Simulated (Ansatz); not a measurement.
**Pt: biaxial strain +1.25 %, plane normal [111], relaxed out of plane**

Base system: Pt in the fcc (Cu type) structure (space group Fm-3m, No. 225; a = 3.9198 Å; relaxed with 0.1 eV smearing). Axes: x, y, z lie along the cube axes.

Perturbation: tensile biaxial strain of 1.25 % in the plane normal to [111], as in epitaxy on a mismatched substrate; the out-of-plane cell vector and the atoms relax.

Computed with Ansatz (a program for electronic structure), PBEsol, PAW, cutoff 420 eV, scalar-relativistic without spin-orbit coupling. Settings: 29×29×29 k-points, 0.1 eV Fermi–Dirac smearing.

The volume per atom rises by 0.167 Å³, from 15.06 Å³ to 15.22 Å³ and the space group goes from Fm-3m (No. 225) to R-3m (No. 166). The energy rises by 5.2 meV/atom and the pressure (mean of the normal stresses, compression positive) goes from zero to -2.9 GPa. The band gap remains zero and the out-of-plane strain is -1.37 %. The ratio −ε⊥/ε∥ is 1.10 and the mean in-plane stress (compression positive) comes out as -4.3 GPa.

Stability against distortions was not tested. All final runs are without spin polarisation.
